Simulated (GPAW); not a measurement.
# σxx against uniaxial strain in fluorite-structure AuAl2 (space group 225): C11 (GPAW, LDA)

```xyz
3
Lattice="0.0000 2.9813 2.9813 2.9365 0.0000 2.9813 2.9365 2.9813 0.0000" Properties=species:S:1:pos:R:3 pbc="T T T"
Al     1.4683     1.4906     1.4906
Al     4.4048     4.4719     4.4719
Au     0.0000     0.0000     0.0000
```

Computed with LDA (Perdew-Wang 92), GPAW PAW datasets LDA (gpaw-data 1.0.1) (plane waves; GPAW). Settings: mode = pw; ecut = 585 eV; xc = LDA; kpts = 20 20 20; mesh shift (steps) = 0 0 0; occupations.name = fermi-dirac; occupations.width = 0.05 eV; nbands = -9; convergence.density = 1e-06 e/electron; convergence.energy = 1e-06 eV/electron; symmetry.symmorphic = false; symmetry.tolerance = 0.0005; maxiter = 150. The cell above is the first row's. The rows stretch one cube axis (x) by the strain ε and hold the other two. Stress is positive in tension. In all rows fractional positions and the k mesh are held.

```
ε (%)  σxx (GPa)
-----  ---------
-1.5       -2.57
-1.0       -1.69
-0.5       -0.84
0.0        -0.01
0.5         0.80
1.0         1.58
1.5         2.34
2.0            ?
```

Taking a parabola for σxx over the 7 complete rows: Least squares gives σxx = -0.009 + 1.6364·ε - 0.0471·ε². Residuals (row less fit): 0.000, 0.002, -0.001, -0.001, 0.003, 0.000, 0.000; standard error 0.002 (degrees of freedom: 4). The slope at ε = 0, 1.6364 GPa per cent, gives C11 ≈ 100 × 1.6364 = 164 GPa, for the static lattice.

**Question.** What does the fit predict for σxx at ε = 2.0, and how far is the calculated value from it?

**Answer.** σxx = -0.009 + 1.6364 × 2.0 - 0.0471 × 2.0² = 3.075 GPa. The calculation gives 3.07 GPa, 0.005 GPa below the prediction (0.1 % of the range of σxx in the table). The row lies outside the fitted rows, so this is an extrapolation.

Carrying the step between the two nearest rows on in a straight line would have given 3.10, off by 0.03; series whose last step already gives the withheld value aren't shown. The reference cell has the volume at which an earlier scan in this program and functional put its minimum by a fit. The runs keep the symmetry of the cell, so they don't test it for distortions. The unstrained cell stands at a pressure of 0.01 GPa, and the constants belong to that pressure. By symmetry this strain leaves no force on the atoms; the largest in the rows is 0.000 eV/Å. Spin-orbit coupling is off. Without a gap such slopes are sensitive to mesh and smearing. Cutoffs and mesh are single choices, not tested for convergence of this quantity. Series with a scatter that would blur these digits, or in which a gap closes, are not shown. Strain series were run only where this level's volume lies within 10 % of a first guess from the measured size.
